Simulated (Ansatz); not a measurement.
Take Ru in the hcp (Mg type) structure (space group P6_3/mmc, No. 194; a = 2.676 Å, c = 4.224 Å; relaxed with 0.1 eV smearing) as the base. Axes: x lies along a and z along c of the hexagonal cell.

Computed with LDA/PAW in Ansatz (a quantum-chemistry and plane-wave program), without spin-orbit coupling.

Strains are applied to the cell and any free atomic positions relax.

One change was made to it. Results:

| quantity | base | after |
|---|---|---|
| energy relative to the base (free energy F) | 0 meV/atom | +0.3 meV/atom |
| shortest interatomic distance | 261.7 pm | 261.0 pm |
| band gap | zero | zero |

Question: Which change produced these results?
A. tensor shear ε_xz = +0.29 %
B. tensor shear ε_xz = +1.71 %
C. tensor shear ε_xz = +2.00 %

Answer: A, tensor shear ε_xz = +0.29 %. For comparison, the energy relative to the base in the other runs: tensor shear ε_xz = +1.71 % gives +10 meV/atom; tensor shear ε_xz = +2.00 % gives +14 meV/atom.

Whether these cells are dynamically stable was not tested. The final runs are not spin-polarised.
